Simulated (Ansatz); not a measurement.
CdSe (model structure, started from the BN type, Pm-3n, No. 223, 12 atoms in the cell) was calculated with r²SCAN+rVV10 in Ansatz (PAW).

Settings: plane-wave cutoff 560 eV, 6×6×6 k mesh, Fermi–Dirac smearing 0.01 eV, scalar-relativistic PAW data made under PBE.

Cell (relaxed at this level):

```cif
data_Cd6Se6
_chemical_formula_sum 'Cd6 Se6'
_space_group_name_H-M_alt 'Pm-3n'
_space_group_IT_number 223
_space_group_name_Hall '-P 4n 2 3'
_cell_length_a 7.51338
_cell_length_b 7.51338
_cell_length_c 7.51338
_cell_angle_alpha 90.000
_cell_angle_beta 90.000
_cell_angle_gamma 90.000
loop_
_atom_site_label
_atom_site_type_symbol
_atom_site_symmetry_multiplicity
_atom_site_Wyckoff_symbol
_atom_site_fract_x
_atom_site_fract_y
_atom_site_fract_z
_atom_site_occupancy
Cd1 Cd 6 c 0.00000 0.50000 0.25000 1
Se1 Se 6 d 0.00000 0.25000 0.50000 1
```

### Question
Give the computed band gap.

### Answer

- band gap: 1.17 eV (on the SCF k mesh)

Note: the relaxation could raise the start's symmetry but not lower it, so the cell can be a saddle point.

Spin–orbit coupling is not included.

Static lattice: no zero-point or thermal effects.

Computing time: roughly 13 core-minutes.

A model structure was made by putting elements into a prototype or built by hand; it is no filed structure, need not be a known phase, and can be a saddle point held by its symmetry.

Ansatz is an electronic-structure program.
